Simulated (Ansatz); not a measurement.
The reference is WSe2 in the 2H-MoS2 type structure (space group P6_3/mmc, No. 194; a = 3.231 Å, c = 12.411 Å; layered, stacked along the Cartesian z axis). Axes: x lies along a and z along c of the hexagonal cell.

Now apply this change: biaxial strain +1.02 %, plane normal [001], relaxed out of plane (Cartesian); in-plane vectors clamped, the third vector and the atoms free.

Levels (all Ansatz, an electronic-structure program, PAW): PBEsol-D3(BJ) (420 eV, no spin-orbit coupling); r2SCAN (500 eV, no spin-orbit coupling).

The geometry is relaxed with PBEsol-D3(BJ).

| Quantity | Value |
|---|---|
| PBEsol-D3(BJ) width of the top valence band | 1.69 eV |
| PBEsol-D3(BJ) lowest conduction level above the VBM at special points | K 1.21 eV; H 1.21 eV; M 2.02 eV; L 2.05 eV |
| PBEsol-D3(BJ) smallest direct gap | 1.54 eV |

Task: What does r2SCAN give at this geometry for the width of the top valence band, lowest conduction level above the VBM at special points and smallest direct gap?

Result: The width of the top valence band goes up by 0.083 eV (1.69 eV → 1.78 eV); the lowest conduction level above the VBM at special points becomes K 1.30 eV; H 1.30 eV; M 2.14 eV; L 2.16 eV (PBEsol-D3(BJ): K 1.21 eV; H 1.21 eV; M 2.02 eV; L 2.05 eV); the smallest direct gap goes up by 0.13 eV, from 1.54 eV to 1.67 eV.

Single points use the geometry relaxed with PBEsol-D3(BJ). Spin-orbit coupling, missing from the scalar runs, can matter with W. Stability against distortions was not tested.
